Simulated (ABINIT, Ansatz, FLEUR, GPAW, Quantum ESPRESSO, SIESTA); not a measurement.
# Code comparison for Nb2AsC (P6_3/mmc, 8 atoms in the cell)

Self-consistent single point.

```
Nb2AsC
1.0
    3.37738     0.00000     0.00000
   -1.68869     2.92490     0.00000
    0.00000     0.00000    12.00355
Nb As C
4 2 2
Direct
  0.33333   0.66667   0.40533
  0.66667   0.33333   0.59467
  0.66667   0.33333   0.90533
  0.33333   0.66667   0.09467
  0.66667   0.33333   0.25000
  0.33333   0.66667   0.75000
  0.00000   0.00000   0.50000
  0.00000   0.00000   0.00000
```

All programs got the same cell, k-point mesh and kind of occupations (in Ansatz's words: kpoints.mp_grid.grid = 7 7 2; scf.occupations.method = gaussian; scf.occupations.width = 0.0147 Ry); potentials, basis and cutoffs are each program's usual ones.

| code | model | pressure (GPa) | largest force (eV/Å) | k-points | cutoff |
|---|---|---|---|---|---|
| FLEUR | LDA (Vosko-Wilk-Nusair), all-electron FLAPW (FLEUR), scalar-relativistic valence | – | 0.578 | 16 | Kmax 4.3 1/bohr |
| Ansatz | LDA (PW92), PAW files made with PBE | -15.02 | 0.522 | 16 | default |
| GPAW | LDA (Perdew-Wang 92), GPAW PAW datasets LDA (gpaw-data 1.0.1) | – | 0.615 | 16 | 900 eV |
| SIESTA | LDA PW92, numerical atomic orbitals DZP, PseudoDojo LDA standard norm-conserving potentials (rewritten from UPF to PSML) | -12.41 | 0.648 | 53 | grid 300 Ry |
| ABINIT | LDA (PW92), norm-conserving pseudopotentials (PseudoDojo nc-sr-04 LDA standard) | -14.82 | 0.500 | 16 | 41 Ha |
| Quantum ESPRESSO | LDA (PZ), GBRV 1.5 ultrasoft (LDA) pseudopotentials | -14.76 | 0.560 | 16 | 40 Ry |

A dash marks a value that a program does not give, or that is left out as unsure.

The spread over the programs that give each value: pressure within 2.61 GPa; largest force within 0.148 eV/Å.

The starting cell comes from a database of computed structures (which also holds hypothetical and non-ambient phases and stackings), without a prior relaxation at this level. Its lattice was rescaled by a random factor within 2.5 % of one. On Ansatz's run: Spin polarisation is off. In the base run, with a pressure of about -15 GPa the cell is away from its equilibrium volume at this level.

Q: Why do the programs differ, and what cannot be compared?

A: Differences of this kind can come from the potentials, where these differ, and from what each basis and cutoff leave unconverged. The valence holds different numbers of electrons (FLEUR 90, Ansatz (a first-principles code) 90, GPAW 70, SIESTA 90, ABINIT 90, Quantum ESPRESSO 70). The zero of total energies and Fermi levels follows the potentials and each program's conventions, so they are not compared here. SIESTA uses small atom-centred bases, whose incompleteness enters pressures, forces and empty levels differently from a plane-wave cutoff. FLEUR treats all electrons, but the usual bases taken here (sphere radii, linearisation, local orbitals, empty states) were not tested for convergence, so the values are no reference for the others. Ansatz's pressure is given at a fixed set of plane waves, as the other plane-wave codes print theirs; with its correction for the finite basis it is -14.94 GPa. Ansatz's smearing width was typed in Ry to four decimals, so it matches the others to a few per cent. The pressure of GPAW is left out: its cutoff lies under the one at which its stress was checked. The same LDA comes in different parametrisations, which differ slightly. The programs reduce the same mesh by symmetry to different extents, which changes the work and not the result. In the pressure, SIESTA (by 2.41) lies more than 1 GPa from the median of the plane-wave programs. In the force vectors, SIESTA (by 0.107) lies more than 0.08 eV/Å from the median of the plane-wave programs.

Left out of this page: Elk (not drawn, or without a comparable value).

Keys are those of Ansatz 0.2.
